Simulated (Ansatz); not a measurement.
How a calculation on TiAl₃ (Pm-3m, 4 atoms in the cell) responds to its settings

```
CELL_PARAMETERS angstrom
      3.95567     0.00000     0.00000
      0.00000     3.95567     0.00000
      0.00000     0.00000     3.95567
ATOMIC_POSITIONS crystal
  Ti 0.00000 0.00000 0.00000
  Al 0.50000 0.50000 0.00000
  Al 0.00000 0.50000 0.50000
  Al 0.50000 0.00000 0.50000
```

Base run A: r2SCAN, default PAW files made with PBE (Ansatz, a quantum-chemistry and plane-wave program), self-consistent single point.

Its settings: kpoints.mp_grid.grid = 11 11 11; hamiltonian.xc = r2scan; hamiltonian.pseudopotentials = {kind: paw} (the program's default PAW files); scf.occupations.method = fermi_dirac; scf.occupations.width = 0.05 eV.

The starting cell comes from a database of computed structures (which also holds hypothetical and non-ambient phases and stackings), without a prior relaxation at this level. Spin polarisation is off. Ansatz's pressure includes its estimate of the finite-basis (Pulay) stress.

ΔF is the free energy per atom less that of run A. 

Run A gave: pressure (GPa) 0.04; iterations 7.

Runs:
- B: scf.algorithm: default → direct_min
- C: scf.eigensolver.kind: default (the program chose band_cg) → davidson
- D: basis.precision: default → f64
- E: scf.self_checks: default → high

**Question.** Which runs reach the base run's state, and which is quickest in iterations?

**Answer.** Runs B, C, D, E ended on the same solution as A (within 1 meV/atom). The fewest iterations to that state were 6 (B); the most were 9.

```
run  ΔF (meV/atom)  pressure (GPa)  iterations
---  -------------  --------------  ----------
A             0.00            0.04           7
B             0.00            0.04           6
C             0.00            0.04           9
D             0.00            0.04           7
E             0.00            0.04           7
```

Keys are those of Ansatz 0.2.
